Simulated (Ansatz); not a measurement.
The structure below was relaxed with PBE-D3(BJ) (Ansatz, a quantum-chemistry and plane-wave program, PAW, no spin-orbit coupling), earlier PAW set.

Space group P-6m2 (No. 187); a = b = 3.150 Å, c = 11.996 Å, α = β = 90.00°, γ = 120.00°

| atom | site | symmetry | x | y | z |
|---|---|---|---|---|---|
| W | 1f | -6m2 | 0.6667 | 0.3333 | 0.5000 |
| Re | 1c | -6m2 | 0.3333 | 0.6667 | 0.0000 |
| S | 2i | 3m. | 0.6667 | 0.3333 | 0.1298 |
| S | 2h | 3m. | 0.3333 | 0.6667 | 0.3684 |

Q: Write out a cell with all atoms.

A: 
```
ReWS4
1.0
    3.15039     0.00000     0.00000
   -1.57519     2.72832     0.00000
    0.00000     0.00000    11.99599
W Re S
1 1 4
Direct
  0.66667   0.33333   0.50000
  0.33333   0.66667   0.00000
  0.66667   0.33333   0.87022
  0.33333   0.66667   0.36839
  0.33333   0.66667   0.63161
  0.66667   0.33333   0.12978
```
This is the conventional cell.

Each cell is one ordered arrangement of few atoms, which overstates ordering effects compared with a random alloy. Stability against distortions was not tested. The final runs are not spin-polarised. An odd electron count without spin: ReWS4. The cell was made from WS2 by this change: x(Re) = 0.5, 6 atoms, P-6m2. ReWS4 has a high density of states at the Fermi level and may be magnetic at this level.
